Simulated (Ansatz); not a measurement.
## ZrS₂ in the CdI2 type structure (space group P-3m1, No. 164; layered, stacked along the Cartesian z axis)

```
CELL_PARAMETERS angstrom
      3.63482     0.00000     0.00000
     -1.81741     3.14785     0.00000
      0.00000     0.00000     5.71966
ATOMIC_POSITIONS crystal
  Zr 0.00000 0.00000 0.00000
  S  0.33333 0.66667 0.25534
  S  0.66667 0.33333 0.74466
```

Calculations: DFT with PBE-D3(BJ), PAW potentials and a 420 eV plane-wave cutoff in Ansatz (an electronic-structure program), without spin-orbit coupling. Settings: 10×10×6 k-points, 0.05 eV Fermi–Dirac smearing.

```json
{
 "volume_per_atom": "21.81 Å³",
 "density": "3.94 g/cm³",
 "band_gap": "0.66 eV, indirect, Γ → L",
 "total_energy": "-1997.890 eV/atom (σ→0; compares only within this code and set-up)"
}
```

Stability against distortions was not tested.
